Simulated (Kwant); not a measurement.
Device: In0.53Ga0.47As/In0.52Al0.48As stack with 3 barriers. One parabolic valley. Leads of mass 0.041 mₑ with the band edge at 0; grid 0.1 nm; bias swept from 0.0208 to 0.43967 V, dropping linearly over the stack. Emitter Fermi level 0.1 eV, 77 K, equal in the collector.

```tsv
layer	thickness (nm)	band offset (eV)	mass (mₑ)
1	2.4	0.52	0.075
2	3.5	0	0.041
3	2.4	0.52	0.075
4	3.5	0	0.041
5	2.4	0.52	0.075
```

Constants are typed, rounded textbook-type inputs, not results; the design itself was drawn at random and stands for no fabricated device.

Kwant, one-band effective-mass tight-binding model in one dimension, coherent, no space charge, current by the Tsu-Esaki formula.

Sweep values stay those of the base run.

Base results: J (A/cm²) at bias = 0.2302 V 7820.

**Question.** What follows from this one change: width of the first well 3.5 → 5.2 nm?

**Answer.** J at bias = 0.2302 V 7820 → 119000 A/cm².

**Question.** What follows from this one change: Fermi level in the emitter 0.1 → 0.15 eV?

**Answer.** J at bias = 0.2302 V 7820 → 71400 A/cm².
